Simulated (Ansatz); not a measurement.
CeO2: ↑↓ start, q = (0, 1/2, 1/2), 6 atoms

The reference is CeO2 in the fluorite structure (space group Fm-3m, No. 225; a = 5.438 Å).

One thing is altered: the moments start antiparallel in the pattern ↑↓ in a 6-atom cell (cell doubled with q = (0, 1/2, 1/2) in the reciprocal basis of the base), and the cell is relaxed again.

Method: DFT with r2SCAN, PAW potentials and a 500 eV plane-wave cutoff in Ansatz (a first-principles code), no spin-orbit coupling, earlier PAW set. Γ-centred 11×11×11 mesh, Fermi–Dirac width 0.05 eV.

| quantity | base | changed | shift |
|---|---|---|---|
| volume per atom | 13.40 Å³ | 13.40 Å³ | 0.00 Å³ |
| lattice parameter a | 5.438 Å | 5.438 Å | 0.000 Å |
| space group (of the atoms, moments ignored) | Fm-3m (No. 225) | Fm-3m (No. 225) | – |
| energy relative to the base (σ→0) | 0 meV/atom | 0 meV/atom | 0 meV/atom |
| band gap | 2.16 eV | 2.16 eV | 0.00 eV |
| gap character (in this cell's own zone, which can be folded) | indirect, a point along ⟨110⟩, about 0.9 Å⁻¹ from Γ → L | indirect, a point along ⟨110⟩, about 0.9 Å⁻¹ from Γ → L | – |
| width of the top valence band | 0.80 eV | 0.80 eV | 0.00 eV |

Final structure:

```
CeO2
1.0
    0.00000     2.71896     2.71896
    2.71896     0.00000     2.71896
    2.71896     2.71896     0.00000
Ce O
1 2
Cartesian
  0.00000   0.00000   0.00000
  4.07843   4.07843   4.07843
  1.35948   1.35948   1.35948
```

No phonon test of stability was made. Starting moments died away, wholly or in part, for ↑↓ start, q = (0, 1/2, 1/2), 6 atoms and the base; another magnetic solution may exist. All final runs are without spin polarisation.
